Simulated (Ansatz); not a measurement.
System: SiCO4 (model structure, I-4, No. 82, 6 atoms in the cell). Method: G0W0@PBEsol (Ansatz, a first-principles code, plane waves, hard PAW, contour deformation).

The cell is the one relaxed with PBEsol. Conventional cell: a = 4.3781 Å, b = 4.3781 Å, c = 6.5473 Å, α = 90.00°, β = 90.00°, γ = 90.00°.

One run with a 6×6×6 mesh, response cutoff 100 eV and 262 empty bands, not extrapolated in mesh or basis; no spin–orbit coupling.

Highest filled and lowest empty level by k point (fractions of the reciprocal vectors of the cell (-2.189 2.189 3.274) (2.189 -2.189 3.274) (2.189 2.189 -3.274) Å; eV from the valence maximum of each method):

| k | PBEsol filled | PBEsol empty | QP filled | QP empty |
|---|---|---|---|---|
| 0 0 0 | -0.34 | 6.98 | -0.45 | 9.82 |
| 0 0 0.333 | -0.18 | 8.72 | -0.21 | 11.98 |
| 0 0.167 0 | -0.26 | 7.46 | ? | ? |
| 0 0.333 0 | -0.11 | 8.19 | -0.13 | 11.39 |
| 0 0.333 0.333 | -0.23 | 8.67 | -0.28 | 12.03 |
| 0 -0.5 0.333 | -0.17 | 8.49 | ? | ? |
| 0.167 -0.333 -0.5 | -0.20 | 8.61 | -0.24 | 11.93 |
| 0.333 0.333 -0.333 | -0.11 | 8.83 | -0.14 | 11.94 |

Problem. Estimate the withheld levels to about 0.1 eV.

Solution. 
- 0 0.167 0, QP filled: -0.34
- 0 0.167 0, QP empty: 10.39
- 0 -0.5 0.333, QP filled: -0.21
- 0 -0.5 0.333, QP empty: 11.80

Note: the relaxation could raise the start's symmetry but not lower it, so the cell can be a saddle point.

A model structure was made by putting elements into a prototype or built by hand; it is no filed structure, need not be a known phase, and can be a saddle point held by its symmetry.
